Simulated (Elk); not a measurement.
**Elk run on TiTe (P6_3/mmc, 4 atoms in the cell): self-consistent single point**

Level of theory: PBEsol, all-electron FP-LAPW, Elk's shipped species files, LAPW+lo basis (Elk).

Input as run:

```
tasks
  0

xctype
  22

rgkmax
  8.0

gmaxvr
  16.0

nxoapwlo
  1

rmtscf
  0.97

stype
  3

swidth
  0.00367493

scale
  6.786481274

avec
    1.0000000000    0.0000000546    0.0000000000
   -0.5000000473    0.8660253765    0.0000000000
    0.0000000000    0.0000000000    1.9891663205

atoms
  2   : nspecies
  'Ti.in'   : spfname
  2   : natoms; atposl, bfcmt below
  0.0000000000  0.0000000000  0.5000000000    0.0 0.0 0.0
  0.0000000000  0.0000000000  0.0000000000    0.0 0.0 0.0
  'Te.in'   : spfname
  2   : natoms; atposl, bfcmt below
  0.6666666667  0.3333333333  0.2500000000    0.0 0.0 0.0
  0.3333333333  0.6666666667  0.7500000000    0.0 0.0 0.0

ngridk
  7 7 3
```

The program printed (abridged):

```
│ Elk code version 10.2.4 │

All units are atomic (Hartree, Bohr, etc.)

│ Ground-state run starting from atomic densities │

Lattice vectors :
   6.786481274      0.3705418776E-06   0.000000000
  -3.393240958       5.877265000       0.000000000
   0.000000000       0.000000000       13.49943998

Unit cell volume      :    538.4379900
Brillouin zone volume :   0.4606848292

Muffin-tin inner radius fraction :   0.1000000000E-01

Nuclei treated as point charges

Species :    1 (Ti)
 parameters loaded from : Ti.in
 name : titanium
 nuclear charge    :   -22.00000000
 electronic charge :    22.00000000
 atomic mass :    87256.20310
 muffin-tin radius :    2.328000000
 number of radial points in muffin-tin :    497
 atomic positions (lattice), magnetic fields (Cartesian) :
   1 :   0.00000000  0.00000000  0.00000000    0.00000000  0.00000000  0.00000000
   2 :   0.00000000  0.00000000  0.50000000    0.00000000  0.00000000  0.00000000

Species :    2 (Te)
 parameters loaded from : Te.in
 name : tellurium
 nuclear charge    :   -52.00000000
 electronic charge :    52.00000000
 atomic mass :    232600.5707
 muffin-tin radius :    2.522000000
 number of radial points in muffin-tin :    597
 atomic positions (lattice), magnetic fields (Cartesian) :
   1 :  -0.33333333  0.33333333 -0.25000000    0.00000000  0.00000000  0.00000000
   2 :   0.33333333 -0.33333333  0.25000000    0.00000000  0.00000000  0.00000000

Total number of atoms per unit cell :    4

Spin treatment :
 spin-unpolarised

Number of Bravais lattice symmetries :   24
Number of crystal symmetries         :   24
Crystal has inversion symmetry
Real symmetric eigensolver will be used

k-point grid :      7     7     3
k-point offset :    0.000000000       0.000000000       0.000000000
k-point set is reduced with full crystal symmetry group
Total number of k-points :       16

Muffin-tin radius times maximum |G+k| :    8.000000000
 using average radius
Maximum |G+k| for APW functions       :    3.298969072
Maximum (1/2)|G+k|²                   :    5.441598470
Maximum |G| for potential and density :    16.00000000
 potential will be trimmed for |G| > 2 gkmax
Constant for pseudocharge density :   10
Radial integration step length :    4

G-vector grid sizes :     35    35    70
Number of G-vectors :    37329

Maximum angular momentum used for
 APW functions                      :    8
 outer part of muffin-tin           :    6
 inner part of muffin-tin           :    1

Total nuclear charge    :   -148.0000000
Total core charge       :    92.00000000
Total valence charge    :    56.00000000
Total excess charge     :    0.000000000
Total electronic charge :    148.0000000

Effective Wigner radius, rₛ :   0.9541026964

Number of empty states         :   16
Total number of valence states :   44
Total number of core states    :   92

Total number of local-orbitals :   56

Exchange-correlation functional :     22     0     0
 PBEsol, Phys. Rev. Lett. 100, 136406 (2008)
 gradient requirement :    1
 generalised gradient approximation (GGA)

Smearing type :    3
 Fermi-Dirac
Smearing width :   0.3674930000E-02
Effective electronic temperature (K) :    1160.451112

Mixing type :    3
 Broyden mixing, J. Phys. A: Math. Gen. 17, L317 (1984)

Kohn-Sham potential initialised from atomic data

│ Self-consistent loop started │
│ Loop number : 1 │
 total energy                :     -15304.2069235
│ Loop number : 2 │
 total energy                :     -15304.2358914
RMS change in Kohn-Sham potential (target) :   0.2105115361     (  0.1000000000E-05)
Absolute change in total energy (target)   :   0.2896794111E-01 (  0.1000000000E-03)
│ Loop number : 3 │
 total energy                :     -15303.9061380
RMS change in Kohn-Sham potential (target) :   0.2032499686     (  0.1000000000E-05)
Absolute change in total energy (target)   :   0.3225114639     (  0.1000000000E-03)
│ Loop number : 4 │
 total energy                :     -15301.9635156
RMS change in Kohn-Sham potential (target) :   0.1595868555     (  0.1000000000E-05)
Absolute change in total energy (target)   :    2.023250215     (  0.1000000000E-03)
│ Loop number : 5 │
 total energy                :     -15297.2451086
RMS change in Kohn-Sham potential (target) :   0.6588379502E-01 (  0.1000000000E-05)
Absolute change in total energy (target)   :    5.224219587     (  0.1000000000E-03)
│ Loop number : 6 │
 total energy                :     -15294.9613033
RMS change in Kohn-Sham potential (target) :   0.1945111043E-01 (  0.1000000000E-05)
Absolute change in total energy (target)   :    3.589860162     (  0.1000000000E-03)
│ Loop number : 7 │
 total energy                :     -15294.0320222
RMS change in Kohn-Sham potential (target) :   0.5785709383E-03 (  0.1000000000E-05)
Absolute change in total energy (target)   :    1.826746232     (  0.1000000000E-03)
│ Loop number : 8 │
 total energy                :     -15294.0202861
RMS change in Kohn-Sham potential (target) :   0.2630115900E-03 (  0.1000000000E-05)
Absolute change in total energy (target)   :   0.4684226391     (  0.1000000000E-03)
│ Loop number : 9 │
 total energy                :     -15294.0285077
RMS change in Kohn-Sham potential (target) :   0.7321035090E-04 (  0.1000000000E-05)
Absolute change in total energy (target)   :   0.1088840268     (  0.1000000000E-03)
│ Loop number : 10 │
 total energy                :     -15294.0305882
RMS change in Kohn-Sham potential (target) :   0.2477935032E-04 (  0.1000000000E-05)
Absolute change in total energy (target)   :   0.2514051440E-01 (  0.1000000000E-03)
│ Loop number : 11 │
 total energy                :     -15294.0307636
RMS change in Kohn-Sham potential (target) :   0.2679553994E-05 (  0.1000000000E-05)
Absolute change in total energy (target)   :   0.6109758600E-02 (  0.1000000000E-03)
│ Loop number : 12 │
 total energy                :     -15294.0307599
RMS change in Kohn-Sham potential (target) :   0.8638930942E-06 (  0.1000000000E-05)
Absolute change in total energy (target)   :   0.1531104603E-02 (  0.1000000000E-03)
│ Loop number : 13 │
 total energy                :     -15294.0307449
RMS change in Kohn-Sham potential (target) :   0.3239414404E-06 (  0.1000000000E-05)
Absolute change in total energy (target)   :   0.3977350116E-03 (  0.1000000000E-03)
│ Loop number : 14 │
 total energy                :     -15294.0307351
RMS change in Kohn-Sham potential (target) :   0.7859602111E-07 (  0.1000000000E-05)
Absolute change in total energy (target)   :   0.1093054616E-03 (  0.1000000000E-03)
│ Loop number : 15 │
 total energy                :     -15294.0307297
RMS change in Kohn-Sham potential (target) :   0.4078951837E-07 (  0.1000000000E-05)
Absolute change in total energy (target)   :   0.3267523425E-04 (  0.1000000000E-03)
Convergence targets achieved

│ Loop number : 16 │

Energies :
 Fermi                       :     0.374320499049
 sum of eigenvalues          :     -9232.33397693
 electron kinetic            :      16089.6650243
 core electron kinetic       :      15616.1268175
 Coulomb                     :     -30954.3580137
 Coulomb potential           :     -24758.1934759
 nuclear-nuclear             :     -1389.31488917
 electron-nuclear            :     -34371.8927733
 Hartree                     :      4806.84964872
 Madelung                    :     -18575.2612758
 xc potential                :     -563.805525362
 exchange                    :     -420.795675290
 correlation                 :     -8.53914757454
 electron entropic           :    -0.291927875833E-02
 total energy                :     -15294.0307316

Density of states at Fermi energy :    63.73484281
 (states/Hartree/unit cell)

Estimated indirect band gap :   0.6023961883E-03
 from k-point      1 to k-point      2
Estimated direct band gap   :   0.8895756505E-02
 at k-point      1

Charges :
 core                        :    92.00000000
 valence                     :    56.00000000
 interstitial                :    7.563038098
 muffin-tins (core leakage)
  species :    1 (Ti)
   atom    1                 :    20.26807958     (  0.1319559573E-08)
   atom    2                 :    20.26807958     (  0.1319559573E-08)
  species :    2 (Te)
   atom    1                 :    49.95040137     (  0.6365754077E-03)
   atom    2                 :    49.95040137     (  0.6365754077E-03)
 total in muffin-tins        :    140.4369619
 total calculated charge     :    148.0042120
 total charge                :    148.0000000
 error                       :   0.4211981159E-02

│ Self-consistent loop stopped │
```

The run converged in 16 iterations. The count includes the last loop, which Elk runs after its targets are met.

The starting cell comes from a database of computed structures (which also holds hypothetical and non-ambient phases and stackings), without a prior relaxation at this level. Its lattice was rescaled by a random factor within 2.5 % of one. Spin-orbit coupling is off. Spin polarisation is off, so a magnetic state, if there is one, cannot be reached. Values depend on the basis (sphere radii, cutoffs, local orbitals), which need not be converged. The log's line on a gap gives a spacing of levels on this mesh, which the program prints for metals too.

Cost on one core of a shared machine: roughly 80 s.
